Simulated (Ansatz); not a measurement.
TiSi2 (Fddd, No. 70) was calculated with LDA in Ansatz (plane waves, PAW).

Run with plane-wave cutoff 520 eV, 16×16×16 k mesh, Fermi–Dirac smearing 0.05 eV, no spin polarisation, scalar-relativistic PAW data made under PBE.

Cell (relaxed at this level):

```cif
data_Si4Ti2
_chemical_formula_sum 'Ti2 Si4'
_space_group_name_H-M_alt 'P 1'
_space_group_IT_number 1
_cell_length_a 5.85640
_cell_length_b 4.83650
_cell_length_c 4.69824
_cell_angle_alpha 75.775
_cell_angle_beta 53.180
_cell_angle_gamma 51.045
loop_
_space_group_symop_operation_xyz
  'x, y, z'
loop_
_atom_site_label
_atom_site_type_symbol
_atom_site_fract_x
_atom_site_fract_y
_atom_site_fract_z
_atom_site_occupancy
Ti1 Ti 0.50000 0.50000 0.50000 1
Ti2 Ti 0.75000 0.75000 0.75000 1
Si1 Si 0.83576 0.16424 0.83576 1
Si2 Si 0.16424 0.83576 0.16424 1
Si3 Si 0.41424 0.08576 0.41424 1
Si4 Si 0.08576 0.41424 0.08576 1
```

Predict the bulk modulus.


- bulk modulus: 158 GPa

The run finds no gap.

Note: the bulk modulus is −V dP/dV from two relaxed cells at ±2 % in volume.

Static lattice: no zero-point or thermal effects.

Ansatz is a quantum-chemistry and plane-wave program.
